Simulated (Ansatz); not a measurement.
The cell is made up: elements placed on another compound's structure type, so the phase may be hypothetical.

Inside the gap of an insulator the Bloch states are evanescent, with a wavenumber k + iκ along the transport direction.

Input:

```
GaZnNO
1.0
    3.21291     0.00002     0.00000
    1.60644     2.78247     0.00000
    0.00000     0.00000     5.25649
Ga Zn O N
1 1 1 1
Cartesian
  1.60645   0.92750   2.66696
  3.21290   1.85499   5.20784
  1.60645   0.92750   0.73080
  3.21290   1.85499   3.22145
```

Space group of this cell: P3m1. The cell was relaxed by PBE-D3(BJ); by r2SCAN its mean pressure is -2.8 GPa.

Transport runs along the normal of the first two printed cell vectors.

No gap correction and no spin-orbit coupling; mid-gap values are interpolated between computed energies.

Q: Compute, with r2SCAN (Ansatz, a program for electronic structure), the band gap and the smallest decay constant κ at mid-gap.

A: Gap 1.67 eV on a 12×12×6 mesh; κ = 0.146 1/Å, at the zone centre.
